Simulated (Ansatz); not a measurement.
**Sb: Sb → Rh**

Base system: Sb in the A7 type structure (space group R-3m, No. 166; a = 4.3286 Å, c = 11.3496 Å (hexagonal axes); layered).

It is then changed as follows: every Sb is replaced by Rh; the structure is relaxed again.

Calculations: r2SCAN+rVV10, PAW, 500 eV (Ansatz, an electronic-structure program; without spin-orbit coupling), earlier PAW set. Settings: 18×18×18 k-points, 0.05 eV Fermi–Dirac smearing, for the changed cell.

| quantity | base | changed | shift |
|---|---|---|---|
| volume per atom | 30.69 Å³ | 15.68 Å³ | -15.01 Å³ |
| density | 6.59 g/cm³ | 10.90 g/cm³ | +4.31 g/cm³ |
| space group | R-3m (No. 166) | Pm-3m (No. 221) | – |
| shortest interatomic distance | 2.920 Å | 2.503 Å | -0.417 Å |
| band gap | zero | zero | – |

Final structure:

```
Rh
1.0
    2.50303     0.00000     0.00000
    0.00000     2.50303     0.00000
    0.00000     0.00000     2.50303
Rh
1
Direct
  0.50000   0.50000   0.50000
```

Cost of the whole job for the changed cell (relaxation, final SCF and bands): very roughly 2.2 core-minutes.

With Sb present, leaving out spin-orbit coupling can change the band edges. Stability against distortions was not tested. As relaxed here, Rh is a hypothetical phase, not in the database extracts checked. The final runs are not spin-polarised. Rh has a high density of states at the Fermi level and may be magnetic at this level.
